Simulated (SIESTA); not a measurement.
Input and output of a self-consistent single point for MoS₂ (P-3m1, 3 atoms in the cell) (SIESTA).

Computed with LDA PW92, numerical atomic orbitals DZP, PseudoDojo LDA standard norm-conserving potentials (rewritten from UPF to PSML) run with SIESTA.

The change in words: lattice scaled by 0.98. Reference geometry:
```
MoS2
1.0
    3.22746     0.00000     0.00000
   -1.61373     2.79506     0.00000
    0.00000     0.00000     6.31247
Mo S
1 2
Direct
  0.00000   0.00000   0.50000
  0.33333   0.66667   0.25532
  0.66667   0.33333   0.74468
```

Reference input (self-consistent single point, DFT, LDA PW92, numerical atomic orbitals DZP, PseudoDojo LDA standard norm-conserving potentials (rewritten from UPF to PSML)): XC.functional = LDA; XC.authors = PW92; potentials = PseudoDojo LDA standard; PAO.BasisSize = DZP; PAO.EnergyShift = 0.01 Ry; MeshCutoff = 350 Ry; kgrid.MonkhorstPack = 15 15 7; OccupationFunction = MP; OccupationMPOrder = 0; ElectronicTemperature = 1160.45 K; MaxSCFIterations = 150; SCF.Mixer.Method = Pulay. This run's input differs from it in these lines:

```diff
@@ -12,5 +12,5 @@
 %block LatticeVectors
-     3.227460000    0.000000000    0.000000000
-    -1.613730000    2.795062000    0.000000000
-     0.000000000    0.000000000    6.312470000
+     3.162911000    0.000000000    0.000000000
+    -1.581455000    2.739161000    0.000000000
+     0.000000000    0.000000000    6.186221000
 %endblock LatticeVectors
@@ -18,5 +18,5 @@
 %block AtomicCoordinatesAndAtomicSpecies
-     0.000000000    0.000000000    3.156235000  1
-    -0.000001614    1.863375598    1.611699840  2
-     1.613731614    0.931686402    4.700770160  2
+     0.000000000    0.000000000    3.093110500  1
+    -0.000001248    1.826108246    1.579465946  2
+     1.581457248    0.913052754    4.606755054  2
 %endblock AtomicCoordinatesAndAtomicSpecies
```

Output, abridged:

```
        iscf     Eharris(eV)        E_KS(eV)     FreeEng(eV)     dDmax    Ef(eV) dHmax(eV)
   scf:    1    -2469.302457    -2503.339305    -2503.347511  0.715876 -2.310551 21.345784
   scf:    2    -2520.773539    -2513.523835    -2513.529222  0.194113 -3.046785 11.256836
   scf:    3    -2516.630891    -2516.881157    -2516.886712  0.228149 -3.653283  1.197710
   scf:    4    -2515.368214    -2516.577424    -2516.582740  0.145383 -3.504611  4.684329
   scf:    5    -2513.194390    -2516.196526    -2516.200478  0.211445 -4.017641  5.170740
   [... 3 lines left out ...]
   scf:    9    -2517.191940    -2517.193908    -2517.199913  0.005193 -3.863766  0.133201
   scf:   10    -2517.194452    -2517.194482    -2517.200530  0.002872 -3.858446  0.008205
   scf:   11    -2517.194494    -2517.194490    -2517.200534  0.000249 -3.858344  0.000176
   scf:   12    -2517.194490    -2517.194490    -2517.200534  0.000006 -3.858356  0.000126
SCF Convergence by DM+H criterion
max |DM_out - DM_in|         :     0.0000064879
max |H_out - H_in|      (eV) :     0.0001261016
SCF cycle converged after 12 iterations

Using DM_out to compute the final energy and forces

siesta: E_KS(eV) =            -2517.1945

siesta: E_KS - E_eggbox =     -2517.1945

siesta: Atomic forces (eV/Ang):
     1   -0.000000   -0.000000   -0.000000
     2    0.000017   -0.000008   -1.205838
     3   -0.000017    0.000008    1.205838
   Tot   -0.000000    0.000000   -0.000000
   Max    1.205838
   Res    0.568438    sqrt( Sum f_i^2 / 3N )
   Max    1.205838    constrained

Stress tensor Voigt[x,y,z,yz,xz,xy] (kbar):      -16.35      -16.35      -72.89       -0.00        0.00        0.00
(Free)E + p*V (eV/cell)    -2516.0231
Target enthalpy (eV/cell)    -2517.2005

   [... lines left out ...]
siesta: FreeEng =     -2517.200534
siesta: Cell volume =         53.595702 Ang**3
siesta:          35.19798596         -1.17659699  kBar
   [... lines left out ...]
              0.050   0.044   0.058   0.044   0.050
   3  5.917   1.471   0.186   1.126   1.463   1.126   0.140   0.019   0.140
              0.050   0.044   0.058   0.044   0.050

mulliken: Qtot =       26.000

Mulliken Atomic Populations:
Atom #   charge [q] valence [e]  Species
     1    -0.165608   14.165608  Mo
     2     0.082804    5.917196  S
     3     0.082804    5.917196  S
 Total     0.000000
```

The run converged in 12 iterations. Against the reference run the free energy falls by 9.5 meV/atom, the pressure goes from -5.59 to 3.52 GPa and the largest force goes from 0.127 to 1.206 eV/Å.

The starting cell comes from a database of computed structures (which also holds hypothetical and non-ambient phases and stackings), without a prior relaxation at this level. For this run, on top of that: lattice scaled by 0.98. Spin polarisation is off. Values carry the incompleteness of an atom-centred basis. With a pressure of about 4 GPa the cell is away from its equilibrium volume at this level. Forces in this geometry exceed 1 eV/Å.

Cost on one core of a shared machine: roughly 50 s.
